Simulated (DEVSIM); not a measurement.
Structure: Schottky contact on n-type Si, at 300 K.

Layer 1 from the left is Si, thickness (μm) 2.40, Nd (cm⁻³) 2.1e15, τn (s) 3.1e-6, τp (s) 3.1e-6. Layer 2 from the left is Si, thickness (μm) 9.10, Nd (cm⁻³) 9.4e17, τn (s) 3.1e-6, τp (s) 3.1e-6.

Left contact: Schottky, work function 4.9 eV, emission velocity 8.5e6 cm/s. Right contact: ohmic. Voltage is applied to the left contact. Recombination: SRH at mid-gap, Auger. Gap narrowing is on: ΔEg = 6.92 meV × (l + √(l² + 0.5)), l = ln(N/1.3e17 cm⁻³), shared equally by both band edges. Mobility is μmin + (μ − μmin)/(1 + (N/Nref)^α).

This is a model device: material constants are rounded textbook-type values typed into the input, and sizes, dopings and lifetimes were drawn at random. Values at 300 K.

Si: gap (eV) 1.124, affinity (eV) 4.05, permittivity 11.7, Nc (cm⁻³) 2.86e19, Nv (cm⁻³) 3.1e19, μn (cm²/Vs) 1417, μp (cm²/Vs) 470, μn,min 52, μp,min 45, Nref,n 9.7e16, Nref,p 2.2e17, αn 0.68, αp 0.72, Cn (cm⁶/s) 2.8e-31, Cp (cm⁶/s) 9.9e-32.

Simulated with DEVSIM: 1D drift-diffusion, Boltzmann statistics, complete ionisation; no tunnelling, impact ionisation, image-force lowering or self-heating. Metal contacts follow the ideal Schottky-Mott rule: no Fermi-level pinning, no interface dipoles.

Q: What does the simulation give for the dark forward voltage at 100 A/cm², the potential step across the device at zero bias, the dark forward voltage at 1 A/cm²?

A: dark forward voltage at 100 A/cm² 0.588 V; potential step across the device at zero bias 0.748 V; dark forward voltage at 1 A/cm² 0.412 V.
